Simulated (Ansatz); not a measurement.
Base system: CdGeAs$_{2}$ in the chalcopyrite structure (space group I-42d, No. 122; a = 5.942 Å, c = 11.312 Å). Axes: x, y, z lie along a, b, c of the conventional cell.

Calculations: Ansatz (a first-principles code), PBEsol, PAW, cutoff 420 eV, spin-orbit coupling left out.

Now apply this change: biaxial strain +2.25 %, plane normal [001], relaxed out of plane (Cartesian); in-plane vectors clamped, the third vector and the atoms free.

Problem. How does this affect the in-plane stress and ratio −ε⊥/ε∥?

Solution. The mean in-plane stress (compression positive) amounts to -1.6 GPa; the ratio −ε⊥/ε∥ amounts to 1.24.

No phonon test of stability was made.
